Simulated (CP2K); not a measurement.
Band structure of ZnGe3 (Pm-3m, 4 atoms in the cell).

```
ZnGe3
1.0
    4.22236     0.00000     0.00000
    0.00000     4.22236     0.00000
    0.00000     0.00000     4.22236
Zn Ge
1 3
Direct
  0.00000   0.00000   0.00000
  0.00000   0.50000   0.50000
  0.50000   0.00000   0.50000
  0.50000   0.50000   0.00000
```

Level of theory: PBEsol, GPW, DZVP-MOLOPT-SR-GTH basis, GTH-PBE potentials (GTH_POTENTIALS) run with CP2K 2026.2.

Settings: CUTOFF = 600 Ry; REL_CUTOFF = 50 Ry; SMEAR/METHOD = GAUSSIAN; SIGMA = 0.136 eV; KPOINTS/SCHEME = MONKHORST-PACK 10 10 10; GAMMA_CENTERED = T; XC_FUNCTIONAL = PBE:PBESOL; Zn/BASIS_SET = DZVP-MOLOPT-SR-GTH; Zn/POTENTIAL = GTH-PBE-q12; Ge/BASIS_SET = DZVP-MOLOPT-SR-GTH; Ge/POTENTIAL = GTH-PBE-q4; METHOD = GPW; EPS_DEFAULT = 1e-10; EXTRAPOLATION = USE_GUESS.

The starting cell comes from a database of computed structures (which also holds hypothetical and non-ambient phases and stackings), without a prior relaxation at this level. Values carry the incompleteness of an atom-centred basis. The potentials were made for another functional than the one used.

Levels in eV from the Fermi level, bands 9 to 14:
```csv
point,9,10,11,12,13,14
Γ,-3.68,-3.68,-3.68,-1.50,2.88,2.88
X,-1.76,-1.76,-1.72,-0.92,-0.92,0.38
M,-6.02,-0.60,0.02,0.32,0.32,0.60
R,-5.64,-4.73,-4.73,-4.73,-3.25,7.08
```

Bands cross the Fermi level along this path, so the cell is metallic at this level.

Higher empty bands are left out: an atom-centred basis made for the valence describes them poorly.
